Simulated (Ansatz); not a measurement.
**SrAlHO2 (model structure, started from the SrVO2H type, P4/mmm, No. 123, 5 atoms in the cell)**

Method: PBEsol+SOC (Ansatz, an electronic-structure program, plane waves, PAW).

Run with plane-wave cutoff 520 eV, 10×10×10 k mesh, Fermi–Dirac smearing 0.01 eV, PAW data made under PBE.

Cell (relaxed with PBEsol):

AlSrHO2 has the tetragonal space group P4/mmm (No. 123), Pearson symbol tP5. Cell: a = 3.7739 Å, b = 3.7739 Å, c = 3.6579 Å, α = 90.00°, β = 90.00°, γ = 90.00°. Sr on 1d sees 8 O at 2.628 Å and 4 H at 2.669 Å (cuboctahedral). Al on 1a is coordinated by 2 H at 1.829 Å and 4 O at 1.887 Å (octahedral). O on 2f sees 2 Al at 1.887 Å and 4 Sr at 2.628 Å (octahedral). H on 1b sees 2 Al at 1.829 Å and 4 Sr at 2.669 Å (octahedral). (Neighbours: up to the widest gap in distance over summed covalent radii, below 1.35, at either atom; cation-cation and far metal-metal contacts left out.)

| Item | Value |
|---|---|
| band gap | 3.48 eV (indirect) |
| smallest direct gap on the k points sampled | 3.68 eV |
| Γ–Γ gap | 5.96 eV |

Note: the relaxation could raise the start's symmetry but not lower it, so the cell can be a saddle point.

Computed values are for the static lattice.

The result took around 50 core-seconds (rough).

A model structure was made by putting elements into a prototype or built by hand; it is no filed structure, need not be a known phase, and can be a saddle point held by its symmetry.
